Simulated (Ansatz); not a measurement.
What biaxial strain +0.74 %, plane normal [001], relaxed out of plane does to TiO2

Start from TiO₂ in the rutile structure (space group P4_2/mnm, No. 136; a = 4.644 Å, c = 2.964 Å). Axes: x, y, z lie along a, b, c of the conventional cell.

Perturbation: tensile biaxial strain of 0.74 % in the plane normal to [001], as in epitaxy on a mismatched substrate; the out-of-plane cell vector and the atoms relax.

Method: PBE (Ansatz, a first-principles code; PAW; 420 eV plane waves; without spin-orbit coupling), earlier PAW set. Γ-centred 7×7×11 mesh, Fermi–Dirac width 0.05 eV.

- Volume per atom = 10.76 Å³ (base 10.65 Å³)
- Shortest interatomic distance = 1.957 Å (base 1.958 Å)
- Pressure (mean of the normal stresses, compression positive) = -1.59 GPa (base 0.00 GPa)
- Band gap = 1.88 eV (base 1.86 eV)
- Gap character = direct at Γ (base direct at Γ)
- Electron mass = 0.57 mₑ out of plane, 1.1 mₑ in plane (at Γ) (base 0.58 mₑ along c, 1.2 mₑ across (at Γ))
- Valence-band top at Γ (three highest levels, from the VBM) = 0.00, -0.39, -0.39 eV (base 0.00, -0.42, -0.42 eV)
- Out-of-plane strain = -0.45 %
- Mean in-plane stress (compression positive) = -2.4 GPa

Final structure (turned so that z lies along the plane normal):

```
CELL_PARAMETERS angstrom
      4.67789     0.00000     0.00000
      0.00000     4.67789     0.00000
      0.00000     0.00000     2.95045
ATOMIC_POSITIONS crystal
  Ti 0.00000 0.00000 0.00000
  Ti 0.50000 0.50000 0.50000
  O  0.30561 0.30561 0.00000
  O  0.80561 0.19439 0.50000
  O  0.19439 0.80561 0.50000
  O  0.69439 0.69439 0.00000
```

Effective masses come from finite differences of ±0.01 Å⁻¹. Whether these cells are dynamically stable was not tested. All final runs are without spin polarisation.
